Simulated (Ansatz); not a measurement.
The starting structures come from a database of crystals and need not be the phases stable at ambient conditions.

 Where the default PAW files enter, the runs use the earlier of Ansatz's two default sets.

By PBEsol, the system below comes out a metal.

The ballistic (Sharvin) conductance counts the channels at the Fermi level: G/A = (e²/h) × channels of both spins per area.

Given:

```
TaSi2
1.0
    8.11320     0.00000     0.00000
    3.88219     7.12408     0.00000
    1.41033    -3.98084     2.24689
Ta Si
3 6
Cartesian
  2.46934  -0.94267   1.87241
  6.70286   1.57162   1.12344
  5.64386  -1.46655   1.49793
  5.29253   3.90643   1.17923
 10.97140   3.22388   1.49793
  9.20722   1.41294   1.81662
  8.11320  -0.76319   1.06765
  4.19850   0.96711   1.49793
  3.84466  -3.29829   1.92820
```

Space group of this cell: P6_422. The cell is taken as given; by PBEsol its mean pressure is -1.5 GPa.

The current flows along the normal of the first two printed cell vectors, the (111) plane of the conventional cell. No spin-orbit coupling; the value is a mean over 0.1 eV about the Fermi level.

Problem. Predict the ballistic conductance per area from PBEsol run with Ansatz (a quantum-chemistry and plane-wave program).

Solution. 0.39 × 10¹⁵ S/m² for both spins.
